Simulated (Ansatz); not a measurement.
Ansatz (an electronic-structure program) run on VH2 (I4mm, 3 atoms in the cell): self-consistent single point.

Method of the run: PBEsol, default PAW files made with PBE (plane waves; Ansatz).

The change in words: lattice scaled by 0.98; basis.ecutwfc: 420 eV → 145 eV. Reference geometry:
```
VH2
1.0
    0.00000     2.10387     2.10387
    2.10387     0.00000     2.10387
    2.10387     2.10387     0.00000
V H
1 2
Cartesian
  0.00000   0.00000   0.05000
  3.15581   3.15581   3.15581
  1.05194   1.05194   1.05194
```

Reference input (self-consistent single point, DFT, PBEsol, plane waves, default PAW files made with PBE): basis.ecutwfc = 420 eV; kpoints.mp_grid.grid = 13 13 13; hamiltonian.xc = pbesol; hamiltonian.pseudopotentials = {kind: paw} (the program's default PAW files); scf.occupations.method = gaussian; scf.occupations.width = 0.1 eV. This run's input differs from it in these lines:

Ansatz 0.2 input:
```diff
@@ -2,5 +2,5 @@
   lattice:
-    - [0.000000, 2.103873, 2.103873]
-    - [2.103873, 0.000000, 2.103873]
-    - [2.103873, 2.103873, 0.000000]
+    - [0.000000, 2.061796, 2.061796]
+    - [2.061796, 0.000000, 2.061796]
+    - [2.061796, 2.061796, 0.000000]
   atoms:
@@ -10,3 +10,3 @@
 basis:
-  ecutwfc: 420.0
+  ecutwfc: 145.0
 kpoints:
```

Output, abridged:

```
SCF iter   1: F=—  HF=-2889.581243 eV  |F-HF|=—  |Δ(HF+E_count)|=         —  Δρ=3.80e-1  dr2=1.42e1  ethr=1.77e-3  ⟨swp⟩=3.4  Hψ=10020  notcnv=0
all-band conjugate gradients solve this SCF's bands
preconditioner: auto → none
SCF iter   2: F=—  HF=-2882.081943 eV  |F-HF|=—  |Δ(HF+E_count)|=    7.50e0  Δρ=1.64e-1  dr2=2.23e0  ethr=1.77e-3  ⟨swp⟩=2.3  Hψ=6308  notcnv=0  defer=41
   [... lines left out ...]
SCF iter   5: F=—  HF=-2880.908065 eV  |F-HF|=—  |Δ(HF+E_count)|=   1.04e-2  Δρ=5.09e-3  dr2=3.92e-3  ethr=2.28e-4  ⟨swp⟩=1.8  Hψ=2955  notcnv=0  defer=30
SCF iter   6: F=—  HF=-2880.906755 eV  |F-HF|=—  |Δ(HF+E_count)|=   1.31e-3  Δρ=7.10e-4  dr2=7.43e-5  ethr=2.61e-5  ⟨swp⟩=2.2  Hψ=2907  notcnv=0  defer=30
SCF iter   7: F=—  HF=-2880.908068 eV  |F-HF|=—  |Δ(HF+E_count)|=   1.31e-3  Δρ=5.16e-5  dr2=2.45e-7  ethr=4.96e-7  ⟨swp⟩=2.6  Hψ=3274  notcnv=0  defer=30
SCF iter   8: F=-2880.908068 eV  HF=-2880.908068 eV  |F-HF|=5.10e-10  |Δ(HF+E_count)|=   2.32e-8  Δρ=1.59e-5  dr2=1.66e-8  ethr=6.67e-10  ⟨swp⟩=4.7  Hψ=9121  notcnv=0
SCF 1 converged in 8 iterations: F = -2880.908068 eV  dr2 = 1.66e-8
Free energy (F): -2880.908068 eV
Internal energy: -2880.896891 eV  (E = F + TS)
E sigma→0 (E₀):  -2880.902479 eV
Entropy (-TS):   -0.011177 eV (-3.726 meV/atom)
Fermi energy:    14.429929 eV
--- Forces (eV/Å), atoms counted from 1 ---
  atom   1  V      0.00000000     0.00000000    -0.47515478
  atom   2  H      0.00000000    -0.00000000     0.23758688
  atom   3  H     -0.00000000     0.00000000     0.23758688
--- Stress (GPa, compression-positive) ---
      -27.691087       0.000000       0.000000
        0.000000     -27.691087       0.000000
        0.000000       0.000000     -27.907598
  P = ⅓ Tr σ = -27.7633 GPa (-277.633 kbar)
  The stress holds the Pulay correction. Without it, at fixed plane waves, as pw.x and ABINIT print it: P = -890.5082 GPa
```

The run converged in 8 iterations. Against the reference run the free energy goes up by 12.2 eV/atom, the pressure goes from -5.33 to -27.76 GPa and the largest force moves little (0.477 to 0.475 eV/Å).

The starting cell comes from a database of computed structures (which also holds hypothetical and non-ambient phases and stackings), without a prior relaxation at this level. Its lattice was rescaled by up to half a per cent. One atom was moved a little off its site on purpose. For this run, on top of that: lattice scaled by 0.98. Spin polarisation is off. Ansatz's pressure includes its estimate of the finite-basis (Pulay) stress. Without the estimate this run gives -890.51 GPa. The cutoff lies below the one recommended for these files.
